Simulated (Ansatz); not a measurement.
```xyz
6
Lattice="3.3904 0.0000 0.0000 1.6952 2.9362 0.0000 0.0000 0.0000 6.8450" Properties=species:S:1:pos:R:3 pbc="T T T"
B      4.2380     1.4681     2.2817
B      1.6952     0.0000     4.5633
B      2.5428     1.4681     0.0000
P      4.2380     1.4681     5.7042
P      1.6952     0.0000     1.1408
P      2.5428     1.4681     3.4225
```

No spin polarisation.

The values are results of Kohn–Sham DFT with the PBEsol functional, run in Ansatz (an electronic-structure program) with PAW and 420 eV plane waves, no spin-orbit coupling, not measurements. k-mesh 12×12×5 (Γ-centred); smearing 0.05 eV (Fermi–Dirac).

### Question
Predict the gap character, band gap and hole mass.

### Answer
Gap character: indirect, Γ → M
Band gap: 0.10 eV
Hole mass: 0.38 mₑ out of plane, 0.26 mₑ in plane (at Γ)

The cells carry an imposed strain or load. Effective masses come from finite differences of ±0.01 Å⁻¹. Whether these cells are dynamically stable was not tested. The cell was made from BP (space group P6_422, No. 181; a hypothetical phase, not in the database extracts checked) by this change: biaxial strain +4.01 %, plane normal [001], relaxed out of plane. The zero or small gap of BP can change with the level of theory.
